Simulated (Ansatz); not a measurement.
Start from Si in the diamond structure (space group Fd-3m, No. 227).

```
CELL_PARAMETERS angstrom
      0.00000     2.72203     2.72203
      2.72203     0.00000     2.72203
      2.72203     2.72203     0.00000
ATOMIC_POSITIONS crystal
  Si 0.50000 0.50000 0.50000
  Si 0.75000 0.75000 0.75000
```

The other end (x = 1) is Ge in the diamond structure (space group Fd-3m, No. 227): 22.82 Å³/atom, gap 0.37 eV.

Level of theory: plane-wave PAW DFT at the r2SCAN level (Ansatz, a quantum-chemistry and plane-wave program, 500 eV), spin-orbit coupling left out, earlier PAW set.

Ge replaces a fraction x of Si; each row is one arrangement (x, atoms in the cell, starting space group or random), fully relaxed.

One change was made to it. Results:

| quantity | base | after |
|---|---|---|
| deviation of the volume from the linear (Vegard-type) interpolation | – | -0.8 % |
| shortest interatomic distance | 2.357 Å | 2.353 Å |

### Question
Which change produced these results?
(A) x(Ge) = 0.25, 8 atoms, Cmcm
(B) x(Ge) = 0.875, 8 atoms, Amm2
(C) x(Ge) = 0.5, 8 atoms, Cm

### Answer
C, x(Ge) = 0.5, 8 atoms, Cm. For comparison, the shortest interatomic distance in the other runs: x(Ge) = 0.25, 8 atoms, Cmcm gives 2.364 Å; x(Ge) = 0.875, 8 atoms, Amm2 gives 2.413 Å.

These are small ordered cells, not random alloys; other orderings at the same x differ. Stability against distortions was not tested.
